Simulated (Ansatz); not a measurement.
Worked example: self-consistent single point of PdS (F-43m, 2 atoms in the cell) in Ansatz (a first-principles code).

Level of theory: PBE (plane waves, PAW; Ansatz).

The change in words: lattice scaled by 1.03; basis.ecutwfc: 30.9 Ry → 18.4 Ry. Reference geometry:
```
CELL_PARAMETERS angstrom
      0.00000     2.72325     2.72325
      2.72325     0.00000     2.72325
      2.72325     2.72325     0.00000
ATOMIC_POSITIONS crystal
  S  0.25000 0.25000 0.25000
  Pd 0.00000 0.00000 0.00000
```

Reference input (self-consistent single point, DFT, PBE, plane waves, default PAW files): basis.ecutwfc = 30.9 Ry; kpoints.mp_grid.grid = 10 10 10; hamiltonian.xc = pbe; hamiltonian.pseudopotentials = {kind: paw} (the program's default PAW files); scf.occupations.method = cold; scf.occupations.width = 0.0073 Ry. This run's input differs from it in these lines:

Ansatz 0.2 input:
```diff
@@ -2,5 +2,5 @@
   lattice:
-    - [0.000000, 2.723248, 2.723248]
-    - [2.723248, 0.000000, 2.723248]
-    - [2.723248, 2.723248, 0.000000]
+    - [0.000000, 2.804945, 2.804945]
+    - [2.804945, 0.000000, 2.804945]
+    - [2.804945, 2.804945, 0.000000]
   atoms:
@@ -9,3 +9,3 @@
 basis:
-  ecutwfc: 30.9 Ry
+  ecutwfc: 18.4 Ry
 kpoints:
```

Output (repeated stretches shortened):

```
SCF iter   1: F=—  HF=-7873.209290 eV  |F-HF|=—  |Δ(HF+E_count)|=         —  Δρ=3.15e-2  dr2=2.38e-1  ethr=1.77e-3  ⟨swp⟩=5.5  Hψ=3818  notcnv=0
all-band conjugate gradients solve this SCF's bands
preconditioner: auto → LDOS
SCF iter   2: F=—  HF=-7873.164672 eV  |F-HF|=—  |Δ(HF+E_count)|=   4.46e-2  S|Δr|=    0.00e0  Δρ=1.61e-2  dr2=7.71e-2  ethr=9.91e-4  ⟨swp⟩=2.0  Hψ=1863  notcnv=0  defer=17
SCF iter   3: F=—  HF=-7873.140467 eV  |F-HF|=—  |Δ(HF+E_count)|=   2.42e-2  S|Δr|=    0.00e0  Δρ=1.24e-3  dr2=5.42e-4  ethr=3.21e-4  ⟨swp⟩=2.0  Hψ=1423  notcnv=0  defer=17
SCF iter   4: F=—  HF=-7873.140474 eV  |F-HF|=—  |Δ(HF+E_count)|=   6.27e-6  S|Δr|=    0.00e0  Δρ=2.59e-4  dr2=4.95e-5  ethr=2.26e-6  ⟨swp⟩=2.9  Hψ=1324  notcnv=0  defer=17
SCF iter   5: F=—  HF=-7873.140514 eV  |F-HF|=—  |Δ(HF+E_count)|=   4.08e-5  S|Δr|=    0.00e0  Δρ=1.06e-4  dr2=6.97e-6  ethr=2.06e-7  ⟨swp⟩=1.0  Hψ=735  notcnv=0  defer=17
SCF iter   6: F=-7873.140513 eV  HF=-7873.140513 eV  |F-HF|=7.44e-9  |Δ(HF+E_count)|=   1.22e-6  S|Δr|=    0.00e0  Δρ=6.02e-6  dr2=1.40e-8  ethr=4.17e-10  ⟨swp⟩=4.3  Hψ=3213  notcnv=0
SCF 1 converged in 6 iterations: F = -7873.140513 eV  dr2 = 1.40e-8
Stability not checked (fill_not_monotonic)
Free energy (F): -7873.140513 eV
Internal energy: -7873.139729 eV  (E = F + TS)
E sigma→0 (E₀):  -7873.140252 eV
Entropy (-TS):   -0.000784 eV (-0.392 meV/atom)
Fermi energy:    8.328614 eV
--- Forces (eV/Å), atoms counted from 1 ---
  atom   1  S     -0.00000000    -0.00000000     0.00000000
  atom   2  Pd    -0.00000000    -0.00000000     0.00000000
--- Stress (GPa, compression-positive) ---
       -6.292824       0.000000       0.000000
       -0.000000      -6.292824      -0.000000
        0.000000      -0.000000      -6.292824
  P = ⅓ Tr σ = -6.2928 GPa (-62.928 kbar)
  The stress holds the Pulay correction. Without it, at fixed plane waves, as pw.x and ABINIT print it: P = -51.8858 GPa
```

The run converged in 6 iterations. Against the reference run the free energy goes up by 992 meV/atom and the pressure goes from -0.96 to -6.29 GPa.

The starting cell was generated: these elements placed on a structure prototype, without a prior relaxation; it need not be a known phase or ordering of this composition. Its lattice was rescaled by a random factor within 2.5 % of one. For this run, on top of that: lattice scaled by 1.03. Spin polarisation is off. Ansatz's pressure includes its estimate of the finite-basis (Pulay) stress. Without the estimate this run gives -51.89 GPa. The cutoff lies below the one recommended for these files.
